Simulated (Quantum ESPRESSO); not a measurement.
Worked example: self-consistent single point of Ge (Fd-3m, 2 atoms in the cell) in Quantum ESPRESSO.

Computed with PBE, PSlibrary PAW (PBE) pseudopotentials (plane waves; Quantum ESPRESSO).

```
CELL_PARAMETERS angstrom
      0.00000     2.83118     2.83118
      2.83118     0.00000     2.83118
      2.83118     2.83118     0.00000
ATOMIC_POSITIONS crystal
  Ge 0.50000 0.50000 0.50000
  Ge 0.75000 0.75000 0.75000
```

Reference input (self-consistent single point, DFT, PBE, plane waves, PSlibrary PAW (PBE) pseudopotentials): ecutwfc = 30 Ry; ecutrho = 180 Ry; occupations = smearing; smearing = fermi-dirac; degauss = 0.0073499 Ry; potentials = {Ge: Ge.pbe-n-kjpaw_psl.1.0.0.UPF}; K_POINTS = automatic 10 10 10 0 0 0; conv_thr = 1e-11 Ry. This run's input differs from it in these lines:

```diff
@@ -27,3 +27,3 @@
 K_POINTS {automatic}
-10 10 10  0 0 0
+10 10 10  1 1 1
 CELL_PARAMETERS {bohr}
```

Output (repeated stretches shortened):

```
     Self-consistent Calculation

     iteration #  1     ecut=    30.00 Ry     beta= 0.70

     Threshold (ethr) on eigenvalues was too large:
     Diagonalizing with lowered threshold

     total energy              =    -328.23429649 Ry
     estimated scf accuracy    <       0.03148160 Ry

     iteration #  2     ecut=    30.00 Ry     beta= 0.70

     total energy              =    -328.23508969 Ry
     estimated scf accuracy    <       0.00166928 Ry

     iteration #  3     ecut=    30.00 Ry     beta= 0.70

     total energy              =    -328.23513757 Ry
     estimated scf accuracy    <       0.00001691 Ry

   [... 2 blocks of this kind left out ...]

     iteration #  6     ecut=    30.00 Ry     beta= 0.70

     total energy              =    -328.23514090 Ry
     estimated scf accuracy    <          2.0E-11 Ry

     iteration #  7     ecut=    30.00 Ry     beta= 0.70
     End of self-consistent calculation

     Number of k-points >= 100: set verbosity='high' to print the bands.

     the Fermi energy is     5.9072 ev

!    total energy              =    -328.23514090 Ry
     estimated scf accuracy    <          2.2E-13 Ry
     smearing contrib. (-TS)   =      -0.00010556 Ry
     internal energy E=F+TS    =    -328.23503534 Ry

     convergence has been achieved in   7 iterations

     Forces acting on atoms (cartesian axes, Ry/au):

     atom    1 type  1   force =     0.00000000    0.00000000    0.00000000
     atom    2 type  1   force =     0.00000000    0.00000000    0.00000000

     Total force =     0.000000     Total SCF correction =     0.000000

          total   stress  (Ry/bohr**3)                   (kbar)     P=       38.43
   0.00026126   0.00000000   0.00000000           38.43        0.00        0.00
   0.00000000   0.00026126   0.00000000            0.00       38.43        0.00
   0.00000000   0.00000000   0.00026126            0.00        0.00       38.43

   JOB DONE.
```

The run converged in 7 iterations. Against the reference run the free energy goes down by 1.5 meV/atom and the pressure stays at 3.84 GPa.

The starting cell comes from a database of computed structures (which also holds hypothetical and non-ambient phases and stackings), without a prior relaxation at this level. Its lattice was rescaled by a random factor within 2.5 % of one.
